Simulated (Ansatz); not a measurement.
We consider bcc Eu, described by r²SCAN (Ansatz, a quantum-chemistry and plane-wave program, PAW).

Numerical settings: plane-wave cutoff 560 eV, 18×18×18 k mesh, Fermi–Dirac smearing 0.05 eV, spin-polarised with parallel moments, scalar-relativistic PAW data made under PBE.

Energies at three volumes about the minimum:

```
V (Å³/atom)  E − E_lowest (meV/atom)
-----------  -----------------------
43.253                          0.67
44.136                          0.00
45.019                          0.88
```

Task: Fit a parabola by hand: where is the minimum, and what is the bulk modulus?

Result: Slopes: (0.00 − 0.67)/(44.136 − 43.253) = -0.759 and (0.88 − 0.00)/(45.019 − 44.136) = 0.997 meV/Å³. Curvature E″ = 2 × (0.997 − (-0.759))/(45.019 − 43.253) = 1.989 meV/Å⁶. From the middle of the first interval, the slope vanishes at V0 = 43.6945 − (-0.759)/1.989 = 44.076 Å³/atom. B = V0 E″ = 44.076 × 1.989 meV/Å³ × 0.1602 GPa per meV/Å³ = 14.0 GPa. The full Birch–Murnaghan fit to all volumes gives V0 = 44.066 Å³/atom and B0 = 14.1 GPa.

Measured, for comparison: bulk modulus 10.9 ± 0.6 GPa (room temperature, no zero-point or thermal correction, sources range from 10.9 to 11.7; as tabulated in arXiv:1012.3782); equilibrium volume per atom 48.10 Å³/atom (293 K, no zero-point or thermal correction; as tabulated in Wikipedia's data pages). Computed less measured: bulk modulus +29 % (+21 % to +29 % over the range), equilibrium volume per atom -8.4 %.

Note: the 4f shell is treated without U or exact exchange, so its levels and filling can be wrong; the collinear magnetic order is the start's and need not be the measured one.
